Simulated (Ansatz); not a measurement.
The reference is AlN in the zinc blende structure (space group F-43m, No. 216; a = 4.403 Å).

Calculations: PBE, PAW, 420 eV (Ansatz, a program for electronic structure; scalar-relativistic without spin-orbit coupling).

Before the change:

The electron mass is 0.53 mₑ along k, 0.33 mₑ across (at X). The density is 3.19 g/cm³ and the width of the top valence band is 2.63 eV. The shortest interatomic distance comes out as 3.603 bohr.

Now apply this change: every N is replaced by As; the structure is relaxed again.

Tabulated Pauling electronegativity and covalent radius: N 3.04, 0.71 Å; As 2.18, 1.19 Å.

Problem. How does this affect the electron mass, density, width of the top valence band and shortest interatomic distance?

Solution. The electron mass becomes 0.90 mₑ along k, 0.24 mₑ across (at X) (base: 0.53 mₑ along k, 0.33 mₑ across (at X)); the density increases by 0.41 g/cm³, from 3.19 g/cm³ to 3.60 g/cm³; the width of the top valence band goes up by 0.064 eV, from 2.63 eV to 2.70 eV; the shortest interatomic distance grows by 1.084 bohr (3.603 bohr → 4.687 bohr).

The levels and masses belong to the bands next to the band gap. Masses are band curvatures over ±0.01 Å⁻¹ around the edge. Along k means along the line from Γ to the band edge. No phonon test of stability was made. This is not the structure that AlN has at room temperature and ambient pressure.
